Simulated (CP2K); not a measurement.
Input and output of a self-consistent single point for NbC (Fm-3m, 2 atoms in the cell) (CP2K).

Computed with LDA (Pade form), GPW, DZVP-MOLOPT-PBE-GTH basis, GTH-PBE potentials (POTENTIAL_UZH) (CP2K).

```
CELL_PARAMETERS angstrom
      3.14849     0.00000     0.00000
      1.57425     2.72667     0.00000
      1.57425     0.90889     2.57073
ATOMIC_POSITIONS crystal
  Nb 0.00000 0.00000 0.00000
  C  0.50000 0.50000 0.50000
```

Reference input (self-consistent single point, DFT PBE, GPW, DZVP-MOLOPT-PBE-GTH basis, GTH-PBE potentials (POTENTIAL_UZH)): CUTOFF = 500 Ry; REL_CUTOFF = 60 Ry; SMEAR/METHOD = GAUSSIAN; SIGMA = 0.1 eV; KPOINTS/SCHEME = MONKHORST-PACK 10 10 10; GAMMA_CENTERED = T; XC_FUNCTIONAL = PBE; Nb/BASIS_SET = DZVP-MOLOPT-PBE-GTH-q13; Nb/POTENTIAL = GTH-PBE-q13; C/BASIS_SET = DZVP-MOLOPT-PBE-GTH-q4; C/POTENTIAL = GTH-PBE-q4; METHOD = GPW. This run's input differs from it in these lines:

```diff
@@ -44,3 +44,3 @@
     &XC
-      &XC_FUNCTIONAL PBE
+      &XC_FUNCTIONAL PADE
       &END XC_FUNCTIONAL
```

Output, abridged:

```
 SCF WAVEFUNCTION OPTIMIZATION

  Step     Update method      Time    Convergence         Total energy    Change
     1 NoMix/Diag. 0.30E+00      -     0.75428879       -62.7307893269 -6.27E+01
     2 Broy./Diag. 0.30E+00      -     0.18108366       -63.2939952450 -5.63E-01
     3 Broy./Diag. 0.30E+00      -     0.24192134       -63.0197439946  2.74E-01
     4 Broy./Diag. 0.30E+00      -     0.03141844       -62.5354240718  4.84E-01
     5 Broy./Diag. 0.30E+00      -     0.03070952       -62.3410262841  1.94E-01
     6 Broy./Diag. 0.30E+00      -     0.00371127       -62.2451609346  9.59E-02
   [... 2 lines left out ...]
     9 Broy./Diag. 0.30E+00      -     0.00015120       -62.2583346255 -7.81E-04
    10 Broy./Diag. 0.30E+00      -     0.00001394       -62.2576797839  6.55E-04
    11 Broy./Diag. 0.30E+00      -     0.00002726       -62.2575378939  1.42E-04
    12 Broy./Diag. 0.30E+00      -     0.00000053       -62.2574415979  9.63E-05
  *** SCF run converged in    12 steps ***

  Overlap energy of the core charge distribution:               0.00000000001516
  Self energy of the core charge distribution:               -116.53579788808625
  Core Hamiltonian energy:                                     27.44987486526716
  Hartree energy:                                              35.33991484176382
  Exchange-correlation energy:                                 -8.51137460110135
  Smearing free energy correction:                             -0.00005881535469
  Fermi energy:                                                 0.57075109664041

  Total energy:                                               -62.25744159789599
  Total energy (extrapolated to sigma->0):                    -62.25741219021864

                     Mulliken Population Analysis

   [... lines left out ...]

 STRESS| Analytical stress tensor [bar]
 STRESS|                        x                   y                   z
 STRESS|      x        1.06378142364E+04   6.29844440170E-04   4.46093021435E-04
 STRESS|      y        6.29844440170E-04   1.06382804931E+04   5.90738180534E-01
 STRESS|      z        4.46093021435E-04   5.90738180534E-01   1.06378487610E+04
 STRESS| 1/3 Trace                                             1.06379811635E+04
```

The run converged in 12 iterations. Against the reference run the pressure goes from 9.64 to 1.06 GPa.

The starting cell comes from a database of computed structures (which also holds hypothetical and non-ambient phases and stackings), without a prior relaxation at this level. Its lattice was rescaled by a random factor within 2.5 % of one. Spin polarisation is off. Values carry the incompleteness of an atom-centred basis. The potentials were made for another functional than the one used.

Cost on one core of a shared machine: roughly 3 min.
